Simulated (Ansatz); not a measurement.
Consider the following.

End structure of the (100) surface of rock-salt TiC, all C sites of the top plane empty (bottom of the slab: a bare face, its two planes held):

```xyz
11
Lattice="3.0639 0.0000 0.0000 0.0000 3.0639 0.0000 0.0000 0.0000 27.0000" Properties=species:S:1:pos:R:3 pbc="T T T"
C      0.0000     0.0000     8.0837
Ti     1.5320     1.5320     8.0837
C      1.5320     1.5320    10.2502
Ti     0.0000     0.0000    10.2502
C      0.0000     0.0000    12.4048
Ti     1.5320     1.5320    12.4088
C      1.5320     1.5320    14.5955
Ti     0.0000     0.0000    14.5466
C      0.0000     0.0000    16.8122
Ti     1.5320     1.5320    16.6495
Ti     0.0000     0.0000    18.8165
```

Model: 11-atom slab, 10.8 Å thick at the start with caps and adatoms (thin: gaps and levels are the slab's own), 12x12x1 mesh, Fermi-Dirac 0.1 eV, dipole correction, 4 atoms held, the rest relaxed; start symmetry kept, larger cells not searched; no spin, no spin-orbit, no U. It is one candidate, not shown to be the stable structure of the face.

Predict the work function of the top face from PBE run with Ansatz (a first-principles code).

3.53 eV
